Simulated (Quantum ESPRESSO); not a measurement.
A self-consistent single point of MgCo4O8 (Cm, 13 atoms in the cell) with Quantum ESPRESSO.

Method of the run: LDA (PZ)+U, GBRV 1.5 ultrasoft (LDA) pseudopotentials (plane waves; Quantum ESPRESSO 7.5).

```yaml
crystal:
  lattice:
    - [4.93982, -2.85126, 0.00000]
    - [4.93982, 2.85126, 0.00000]
    - [-3.28547, 0.00000, 4.79117]
  atoms:
    - { symbol: Mg, position: [0.87903, 0.87903, 0.63528] }
    - { symbol: Co, position: [0.99801, 0.50147, 0.00007], spin: 3.0 }
    - { symbol: Co, position: [0.50147, 0.99801, 0.00007], spin: 3.0 }
    - { symbol: Co, position: [0.50149, 0.50149, 0.00024], spin: 3.0 }
    - { symbol: Co, position: [0.12184, 0.12184, 0.36526], spin: 3.0 }
    - { symbol: O, position: [0.73891, 0.73891, 0.21630] }
    - { symbol: O, position: [0.75290, 0.75290, 0.80005] }
    - { symbol: O, position: [0.75260, 0.29598, 0.79982] }
    - { symbol: O, position: [0.29598, 0.75260, 0.79982] }
    - { symbol: O, position: [0.71238, 0.24518, 0.20253] }
    - { symbol: O, position: [0.24518, 0.71238, 0.20253] }
    - { symbol: O, position: [0.24504, 0.24504, 0.20210] }
    - { symbol: O, position: [0.26111, 0.26111, 0.78189] }
```
(The spins are starting values, not results.)

Reference input (self-consistent single point, DFT, LDA (PZ)+U, plane waves, GBRV 1.5 ultrasoft (LDA) pseudopotentials): ecutwfc = 50 Ry; ecutrho = 400 Ry; occupations = smearing; smearing = cold; degauss = 0.0036749 Ry; nspin = 2; potentials = {Mg: mg_lda_v1.4.uspp.F.UPF, Co: co_lda_v1.2.uspp.F.UPF, O: o_lda_v1.2.uspp.F.UPF}; K_POINTS = automatic 3 3 3 0 0 0; HUBBARD = atomic; U Co-3d 3.32 eV; conv_thr = 1e-10 Ry; mixing_beta = 0.3. This run's input differs from it in these lines:

```diff
@@ -12,4 +12,4 @@
   ntyp = 3,
-  ecutwfc = 50,
-  ecutrho = 400,
+  ecutwfc = 30,
+  ecutrho = 240,
   occupations = 'smearing',
```

The program printed (abridged):

```
     Self-consistent Calculation

     iteration #  1     ecut=    30.00 Ry     beta= 0.30

     =================== HUBBARD OCCUPATIONS ===================
     ------------------------ ATOM    2 ------------------------
     Tr[ns(  2)] (up, down, total) =   4.42729  0.86942  5.29672
     Atomic magnetic moment for atom   2 =   3.55787
     SPIN  1
     eigenvalues:
       0.635  0.937  0.949  0.950  0.957
     SPIN  2
     eigenvalues:
       0.116  0.177  0.178  0.188  0.210
   [... 3 blocks of this kind left out ...]

     Number of occupied Hubbard levels =   21.4178

     total energy              =   -1568.30874960 Ry
   [... lines left out ...]
     atom   3 (R=0.133)  charge= 13.8880  magn=  0.5208
     atom   4 (R=0.133)  charge= 13.8879  magn=  0.5209
     atom   5 (R=0.133)  charge= 13.8711  magn=  2.4477
     atom   6 (R=0.133)  charge=  5.0551  magn= -0.0348
     atom   7 (R=0.133)  charge=  5.0480  magn=  0.1956
     atom   8 (R=0.133)  charge=  5.0474  magn=  0.1954
     atom   9 (R=0.133)  charge=  5.0474  magn=  0.1954
     atom  10 (R=0.133)  charge=  5.0238  magn=  0.2760
     atom  11 (R=0.133)  charge=  5.0238  magn=  0.2760
     atom  12 (R=0.133)  charge=  5.0244  magn=  0.2761
     atom  13 (R=0.133)  charge=  5.0278  magn= -0.0044
     End of self-consistent calculation

     =================== HUBBARD OCCUPATIONS ===================
     ------------------------ ATOM    2 ------------------------
     Tr[ns(  2)] (up, down, total) =   4.03776  3.57282  7.61059
     Atomic magnetic moment for atom   2 =   0.46494
     SPIN  1
     eigenvalues:
       0.520  0.594  0.972  0.973  0.979
     SPIN  2
     eigenvalues:
       0.463  0.551  0.628  0.964  0.966

     Number of occupied Hubbard levels =   30.1358

     the Fermi energy is     8.0401 ev

     WARNING: integrated charge=   126.00154836, expected=   126.00000000

!    total energy              =   -1575.76498703 Ry
     estimated scf accuracy    <          9.9E-11 Ry
     smearing contrib. (-TS)   =       0.00000452 Ry
     internal energy E=F+TS    =   -1575.76499155 Ry

   [... lines left out ...]
     total magnetization       =     6.00 Bohr mag/cell
     absolute magnetization    =     6.17 Bohr mag/cell
   [... lines left out ...]

     Total force =     0.063590     Total SCF correction =     0.000017

          total   stress  (Ry/bohr**3)                   (kbar)     P=     -547.19
  -0.00373696   0.00000000   0.00001096         -549.73        0.00        1.61
   0.00000000  -0.00373747   0.00000000            0.00     -549.80        0.00
   0.00001096   0.00000000  -0.00368480            1.61        0.00     -542.05

   JOB DONE.
```

The run converged in 41 iterations. Against the reference run the free energy goes up by 331 meV/atom, the pressure goes from -14.13 to -54.72 GPa, the largest force goes from 0.684 to 0.583 eV/Å, the gap on the mesh moves little (0.209 to 0.208 eV) and the size of the net moment stays at 0.46 μB/atom. The full log also holds: “WARNING: integrated charge=   126.00065163, expected=   126.00000000”. The full log also holds: “WARNING: integrated charge=   126.00042015, expected=   126.00000000”.

The starting cell comes from a database of computed structures (which also holds hypothetical and non-ambient phases and stackings), without a prior relaxation at this level. The magnetic order is the one reached from the typed start; others were not searched systematically. With U or open f shells several self-consistent states can exist. At the lowered cutoff the pressure carries the error of an incomplete plane-wave basis.

Cost on one core of a shared machine: roughly 7 min.
